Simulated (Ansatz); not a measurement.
PtSn₂ (Fm-3m, No. 225, 3 atoms in the cell; start mp-19962) was calculated with LDA (plane waves, PAW; Ansatz, a quantum-chemistry and plane-wave program).

Run with plane-wave cutoff 520 eV, 14×14×14 k mesh, Fermi–Dirac smearing 0.05 eV, scalar-relativistic PAW data made under PBE.

Cell (relaxed at this level):

```yaml
crystal:
  lattice:
    - [0.00000, 3.20279, 3.20279]
    - [3.20279, 0.00000, 3.20279]
    - [3.20279, 3.20279, 0.00000]
  atoms:
    - { symbol: Sn, position: [0.75000, 0.75000, 0.75000] }
    - { symbol: Sn, position: [0.25000, 0.25000, 0.25000] }
    - { symbol: Pt, position: [0.00000, 0.00000, 0.00000] }
```

**Question.** Give the computed bulk modulus B0.

**Answer.** 
bulk modulus B0: 114 GPa

The run finds no gap.

Note: the bulk modulus is −V dP/dV from two relaxed cells at ±2 % in volume; the relaxation could not lower the start's symmetry, so the cell can be a saddle point above a distorted one.

Spin–orbit coupling is not included.

A start named mp-… is a Materials Project structure, which need not be a measured phase.
